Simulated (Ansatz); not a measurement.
Ge under load (space group Fd-3m), r2SCAN with spin-orbit coupling, rigid bands in Ansatz (a program for electronic structure). Condition of this run: hydrostatic pressure of 8.4 GPa (compression positive) (the target of the relaxation). Band gap 0.55 eV, N_c = 2.76e19 cm⁻³ and N_v = 5.86e18 cm⁻³ at 300 K, conductivity masses of 0.258 mₑ (electrons) and 0.231 mₑ (holes). Take k_BT = 0.02585 eV.

Question: What thermal injection velocity √(2k_BT/πm) limits a ballistic channel?

Answer: 1.06e7 cm/s for electrons and 1.12e7 cm/s for holes, a ratio of √(m_h/m_e) = 0.946, for dilute carriers.

Question: What built-in voltage has an abrupt junction with N_A = 1e16 and N_D = 1e17 cm⁻³, all dopants ionised?

Answer: V_bi = E_g/e − (k_BT/e) ln(N_c N_v/(N_A N_D)) = 0.55 − 0.02585 × 11.99 = 0.24 V, for the computed gap.

Question: A film of it is 5 nm thick. Estimate the confinement energies in an infinite well.

Answer: ħ²π²/(2m t²) = 0.376 eV·nm²/(m/mₑ × t²) gives 58.3 meV for electrons and 65.1 meV for holes, so the gap would widen to about 0.67 eV. Finite barriers and nonparabolic bands lower this, and with several valleys or bands the heaviest mass along the normal sets the lowest level, not this average.

Rigid bands with the computed gap; masses take one relaxation time for all states. Geometry: cell and atoms relaxed with PBEsol.
